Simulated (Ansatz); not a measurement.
Functionals compared on a constructed model of the (0001) surface of hcp Zr, a pseudomorphic layer of Si in the host's stacking (bottom of the slab: a bare face, its two planes held), in Ansatz (plane waves, PAW). The structure was relaxed with PBE; the other rows are single points on it. Cutoff 420 eV (500 eV for r2SCAN).

Slab: 7 atoms, 15.2 Å thick at the start; k 13x13x1, smearing 0.1 eV, dipole-corrected; 2 atoms held, the rest relaxed; held to the start's symmetry, so lower structures may exist; no spin, no spin-orbit, no U. It is one candidate, not shown to be the stable structure of the face. These notes are the PBE run's.

| functional | work function of the top face (eV) | rough cost of the single point |
|---|---|---|
| PBE | 5.10 | – |
| RPBE | 5.03 | around 23 core-seconds (rough) |
| r2SCAN | 5.21 | roughly 50 core-seconds |

Ansatz is a program for electronic structure.
